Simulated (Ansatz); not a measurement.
The reference is Ti₃Al (space group P6_3/mmc, No. 194).

```
CELL_PARAMETERS angstrom
      5.68760     0.00000     0.00000
     -2.84380     4.92561     0.00000
      0.00000     0.00000     4.60837
ATOMIC_POSITIONS crystal
  Ti 0.83032 0.66064 0.25000
  Ti 0.16968 0.83032 0.75000
  Ti 0.33936 0.16968 0.25000
  Ti 0.16968 0.33936 0.75000
  Ti 0.83032 0.16968 0.25000
  Ti 0.66064 0.83032 0.75000
  Al 0.33333 0.66667 0.25000
  Al 0.66667 0.33333 0.75000
```

Computed with PBEsol, PAW, 420 eV (Ansatz, an electronic-structure program; no spin-orbit coupling).

One change was made to it. Results:

```json
[
 {"quantity": "c/a ratio", "base": "0.810", "after": "0.762"},
 {"quantity": "density", "base": "4.39 g/cm³", "after": "4.84 g/cm³"}
]
```

Task: Name the change that was made.
(A) Al → Mg
(B) Al → Ga
(C) Al → Y

Result: C, Al → Y. For comparison, the c/a ratio in the other runs: Al → Ga gives 0.817; Al → Mg gives 0.803.

Whether these cells are dynamically stable was not tested. As relaxed here, YTi3 is a hypothetical phase, not in the database extracts checked. For MgTi3 in this form, whether it has been made was not checked. The final runs are not spin-polarised. MgTi3 has a high density of states at the Fermi level and may be magnetic at this level.
